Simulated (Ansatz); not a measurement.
Consider Ti3GeC2 (space group P6_3/mmc, No. 194; a = 3.065 Å, c = 17.700 Å; a cell from a computed database, its experimental status unchecked). Axes: x lies along a and z along c of the hexagonal cell.

Method: Kohn–Sham DFT with the PBEsol functional, run in Ansatz (an electronic-structure program) with PAW and 420 eV plane waves, no SOC.

Strains are applied to the cell and any free atomic positions relax; under biaxial strain the out-of-plane vector relaxes too.

One change was made to it. Results:

The pressure (mean of the normal stresses, compression positive) goes from zero to 0.5 GPa; the shortest interatomic distance drops by 0.003 Å to 2.071 Å.

**Question.** What was done to the base?
A) biaxial strain +1.14 %, plane normal [001], relaxed out of plane
B) uniaxial strain ε_yy = −0.23 %
C) uniaxial strain ε_zz = −2.62 %

**Answer.** B, uniaxial strain ε_yy = −0.23 %. For comparison, the pressure in the other runs: biaxial strain +1.14 %, plane normal [001], relaxed out of plane gives -3.0 GPa; uniaxial strain ε_zz = −2.62 % gives 5.3 GPa.

Without a gap, meshes like the base's 14×14×3 leave anisotropic stresses uncertain by several tenths of a GPa, and small strain energies with them. No phonon test of stability was made. All final runs are without spin polarisation.
